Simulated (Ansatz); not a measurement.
The reference is Si in the diamond structure (space group Fd-3m, No. 227; a = 5.444 Å). Axes: x, y, z lie along the cube axes.

Calculations: DFT with r2SCAN, PAW potentials and a 500 eV plane-wave cutoff in Ansatz (a first-principles code), no SOC, earlier PAW set.

Modification: the cell is stretched by 3.83 % along z with no lateral relaxation; the atoms relax in the strained cell.

Question: Predict the stress tensor and what it implies for the stiffness.

Answer: Stress of the strained cell less that of the base (GPa, compression positive):
```
  -2.00    0.00    0.00
   0.00   -2.00    0.00
   0.00    0.00   -6.19
```

Then −Δσ_ii/ε with ε = 0.0383 gives secant stiffness values (nonlinear terms included at this strain): C33 ≈ 162 GPa, C13 ≈ 52 GPa and C23 ≈ 52 GPa.

As a check, the harmonic strain energy −½ V₀ Δσ:ε is 15 meV/atom; the computed energy rise is 15 meV/atom.

Stability against distortions was not tested.
